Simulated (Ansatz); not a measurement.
**Response to strain in Be2Re**

Consider Be2Re (space group P6_3/mmc, No. 194; a = 4.344 Å, c = 7.087 Å; a cell from a computed database, its experimental status unchecked). Axes: x lies along a and z along c of the hexagonal cell.

Strains are applied to the cell and any free atomic positions relax; under biaxial strain the out-of-plane vector relaxes too; under stress the whole cell relaxes.

Level of theory: Ansatz (a first-principles code), PBEsol, PAW, cutoff 420 eV, no spin-orbit coupling.

Notes on the quantities. energy relative to the base: free energy F; pressure: mean of the normal stresses, compression positive.

```csv
case,energy relative to the base,space group,pressure,shortest interatomic distance
base,0 meV/atom,P6_3/mmc (No. 194),0.0 GPa,2.140 Å
"biaxial strain −2.66 %, plane normal [001], relaxed out of plane",–,P6_3/mmc (No. 194),10.6 GPa,2.096 Å
uniaxial strain ε_xx = −3.13 %,[?],Cmcm (No. 63),[?],[?]
tensor shear ε_yz = +0.35 %,+0.3 meV/atom,C2/m (No. 12),0.0 GPa,2.140 Å
"uniaxial stress, 3 GPa compression along z",+0.6 meV/atom,P6_3/mmc (No. 194),–,2.142 Å
```

Problem. What belongs in the blanks?

Solution. 
- uniaxial strain ε_xx = −3.13 %, energy relative to the base: +16 meV/atom
- uniaxial strain ε_xx = −3.13 %, pressure: 8.7 GPa
- uniaxial strain ε_xx = −3.13 %, shortest interatomic distance: 2.080 Å

Without a gap, meshes like the base's 10×10×6 leave anisotropic stresses uncertain by several tenths of a GPa, and small strain energies with them. Beyond what the load breaks, stability against distortions was not tested. The final runs are not spin-polarised.
